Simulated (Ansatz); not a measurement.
**What each level gives and costs: SiO2 (P4_12_12, 12 atoms in the cell)**

Cell: a = 4.9537 Å, b = 4.9537 Å, c = 6.8798 Å, α = 90.00°, β = 90.00°, γ = 90.00°.

Program: Ansatz (a quantum-chemistry and plane-wave program), PAW files made with PBE; each row names its functional.

Base settings: basis.ecutwfc = 420 eV; kpoints.mp_grid.grid = 4 4 2; hamiltonian.xc = hse06; hamiltonian.pseudopotentials = {kind: paw} (the program's default PAW files); scf.occupations.method = gaussian; scf.occupations.width = 0.05 eV.

Differences are taken from HSE06, a reference of convenience: it is no measurement, and no ranking of the functionals follows.

Core times come from one kind of shared machine and are given to one figure; runs under 30 s give none.

The starting cell comes from a database of computed structures (which also holds hypothetical and non-ambient phases and stackings), without a prior relaxation at this level. Its lattice was rescaled by a random factor within 2.5 % of one. In the base run, with a pressure of about 5 GPa the cell is away from its equilibrium volume at this level. Ansatz's pressure includes its estimate of the finite-basis (Pulay) stress.

```csv
level,gap on the mesh less reference (eV),pressure less reference (GPa),largest difference in the force on any atom (eV/Å),core time / reference (rough)
PBE,-1.775,4.69,0.323,–
PBE0,0.768,-0.10,0.007,1.0
HSE06,0.000,0.00,0.000,1
```

Keys are those of Ansatz 0.2.
